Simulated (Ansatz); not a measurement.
**Pyrite PtAs2**

All values below come from PBE0 in Ansatz (PAW).

Settings: plane-wave cutoff 460 eV, 4×4×4 k mesh, Fermi–Dirac smearing 0.01 eV, scalar-relativistic PAW data made under PBE.

Cell: relaxed at this level.

```yaml
lattice_constant_a: 5.978 Å
band_gap: 1.22 eV
smallest_direct_gap_on_the_k_points_sampled: 2.11 eV
direct gap at Γ: 2.74 eV
```

Measured, for comparison: lattice constant a 5.967 Å (temperature not stated, no zero-point or thermal correction; as tabulated in Wikipedia's data pages). Computed (rounded) less measured: lattice constant a +0.2 %.

Spin–orbit coupling is not included; with these elements it can move the gap by several tenths of an eV or more.

Static lattice: no zero-point or thermal effects.

Ansatz is a program for electronic structure.
